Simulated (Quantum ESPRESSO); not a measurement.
Checking a run of Quantum ESPRESSO on Ti (P6_3/mmc, 2 atoms in the cell). The aim is a self-consistent single point with DFT, PBE, plane waves, PseudoDojo standard norm-conserving (PBE) pseudopotentials.

Cell that was meant: a = 2.9440 Å, b = 2.9440 Å, c = 4.6539 Å, α = 90.00°, β = 90.00°, γ = 120.00°.

Part of the input:

```fortran
 occupations = 'smearing'
 smearing = 'gauss'
 degauss = 0.0073499
 tot_charge = 1
/
&electrons
 conv_thr = 1.0d-9
```

Output (repeated stretches shortened):

```
     Message from routine setup:
     using ibrav=0 with symmetry is DISCOURAGED, use correct ibrav instead
     G-vector sticks info
   [... lines left out ...]
                       cart. coord. in units 2pi/alat
        k(    1) = (   0.0555556   0.0962250   0.0632583), wk =   0.0197531
        k(    2) = (   0.0555556   0.0962250   0.1897750), wk =   0.0197531
        k(    3) = (   0.0555556   0.0962250  -0.3162916), wk =   0.0098765
   [... 72 lines left out ...]

     Dense  grid:    25011 G-vectors     FFT dimensions: (  36,  36,  54)

     Initial potential from superposition of free atoms

     starting charge      23.9968, renormalised to      23.0000
     Self-consistent Calculation

     iteration #  1     ecut=    85.00 Ry     beta= 0.70

     Threshold (ethr) on eigenvalues was too large:
     Diagonalizing with lowered threshold

     total energy              =    -238.31657649 Ry
     estimated scf accuracy    <       0.13965408 Ry

     iteration #  2     ecut=    85.00 Ry     beta= 0.70

     total energy              =    -238.37318229 Ry
     estimated scf accuracy    <       0.06447784 Ry

     iteration #  3     ecut=    85.00 Ry     beta= 0.70

     total energy              =    -238.38056354 Ry
     estimated scf accuracy    <       0.00252087 Ry

   [... 4 blocks of this kind left out ...]

     iteration #  8     ecut=    85.00 Ry     beta= 0.70

     total energy              =    -238.38245996 Ry
     estimated scf accuracy    <          4.8E-09 Ry

     iteration #  9     ecut=    85.00 Ry     beta= 0.70
     End of self-consistent calculation

     the Fermi energy is    12.8523 ev

!    total energy              =    -238.38245999 Ry
     estimated scf accuracy    <          6.7E-10 Ry
     smearing contrib. (-TS)   =      -0.00156734 Ry
     internal energy E=F+TS    =    -238.38089265 Ry

     convergence has been achieved in   9 iterations

     Forces acting on atoms (cartesian axes, Ry/au):

     atom    1 type  1   force =     0.00000000   -0.00000000    0.00000000
     atom    2 type  1   force =     0.00000000    0.00000000    0.00000000

     Total force =     0.000000     Total SCF correction =     0.000000

          total   stress  (Ry/bohr**3)                   (kbar)     P=     -710.81
  -0.00484605   0.00000000   0.00000000         -712.88        0.00        0.00
   0.00000000  -0.00484605   0.00000000            0.00     -712.88        0.00
   0.00000000   0.00000000  -0.00480387            0.00        0.00     -706.67

   JOB DONE.
```

**Question.** Is anything amiss in this input, and did it matter?

**Answer.** The run is not sound. The fault is an unintended net charge. A charged periodic cell changes the electron count and is neutralised by a uniform background, so energy, forces and pressure belong to another system. To fix it, remove the charge. The run converged in 9 iterations without an error; against the sound input the pressure goes from -0.41 to -71.08 GPa.

An input that runs soundly differs in these lines (not the only fix; some lines may just follow from the change or write a value another way):
```diff
- tot_charge = 1
```

With that input, the run converged in 12 iterations: free energy E − TS -3230.2918 eV; Fermi level (on the code's own zero) 13.35 eV; pressure -0.41 GPa (DFT, PBE, plane waves, PseudoDojo standard norm-conserving (PBE) pseudopotentials).

On the sound input: the starting cell comes from a database of computed structures (which also holds hypothetical and non-ambient phases and stackings), without a prior relaxation at this level. Its lattice was rescaled by a random factor within 2.5 % of one. Spin polarisation is off.
